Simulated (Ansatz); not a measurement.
For TaTe (model structure, Fm-3m, No. 225, 2 atoms in the cell), PBE-D3(BJ) (PAW; Ansatz, a first-principles code) gives:

| Item | Value |
|---|---|
| lattice constant a | 5.628 Å |
| cohesive energy | 5.06 eV/atom |

**Question.** What does r²SCAN+rVV10 in Ansatz (plane waves, PAW) give for the same quantities?

**Answer.** 
- lattice constant a: 5.647 Å (goes up by 0.3 %)
- cohesive energy: 4.62 eV/atom (falls by 0.44 eV/atom)

Changes are worked out from the printed values.

Unless a cell is named, each level is at its own relaxed cell (PBE-D3(BJ) 22.28, r²SCAN+rVV10 22.51 Å³/atom).

Levels without +SOC leave out spin–orbit coupling, which shifts energies and cells of such heavy elements.

Ansatz's density-functional and Hartree–Fock values are scalar-relativistic unless marked +SOC, with PAW data made under PBE.

A model structure was made by putting elements into a prototype or built by hand; it is no filed structure, need not be a known phase, and can be a saddle point held by its symmetry.
